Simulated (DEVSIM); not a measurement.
System: Schottky contact on n-type Si, at 300 K.

| layer (left to right) | material | thickness (μm) | Nd (cm⁻³) | τn (s) | τp (s) |
|---|---|---|---|---|---|
| 1 | Si | 5.60 | 2.4e15 | 1.2e-7 | 1.2e-7 |

Left contact: Schottky, work function 4.69 eV, emission velocity 3.7e6 cm/s. Right contact: ohmic. Voltage is applied to the left contact. Recombination: SRH at mid-gap, radiative. Gap narrowing is on: ΔEg = 6.92 meV × (l + √(l² + 0.5)), l = ln(N/1.3e17 cm⁻³), shared equally by both band edges. Mobility is constant in doping.

Constants are typed, rounded textbook-type inputs, not results; the design itself was drawn at random and stands for no fabricated device. Values at 300 K; Nc and Nv go as T^1.5, mobilities as T to minus their exponent, the gap by Varshni's rule with the affinity fixed.

| parameter | Si |
|---|---|
| gap (eV) | 1.124 |
| affinity (eV) | 4.05 |
| permittivity | 11.7 |
| Nc (cm⁻³) | 2.86e19 |
| Nv (cm⁻³) | 3.1e19 |
| μn (cm²/Vs) | 1417 |
| μp (cm²/Vs) | 470 |
| T exponent of μn | 2.3 |
| T exponent of μp | 2.2 |
| B (cm³/s) | 4.7e-15 |
| Varshni α (eV/K) | 0.000473 |
| Varshni β (K) | 636 |

DEVSIM, 1D drift-diffusion, Boltzmann statistics, complete ionisation; no tunnelling, impact ionisation, image-force lowering or self-heating. Metal contacts follow the ideal Schottky-Mott rule: no Fermi-level pinning, no interface dipoles.

The temperature was swept, all else fixed.

```
temperature (K)  largest field in the device at zero bias (V/cm)  dark forward voltage at 100 A/cm² (V)  potential step across the device at zero bias (V)
---------------  -----------------------------------------------  -------------------------------------  -------------------------------------------------
250                                                        18000                                  0.462                                              0.443
300                                                        17000                                  0.443                                              0.397
350                                                        15000                                  0.433                                              0.350
400                                                        14000                                  0.430                                              0.301
450                                                        13000                                  0.426                                              0.252
500                                                        13000                                  0.391                                              0.203
```

From the first row to the last the largest field in the device at zero bias goes from 18000 to 13000. From the first row to the last the dark forward voltage at 100 A/cm² goes from 0.462 to 0.391.
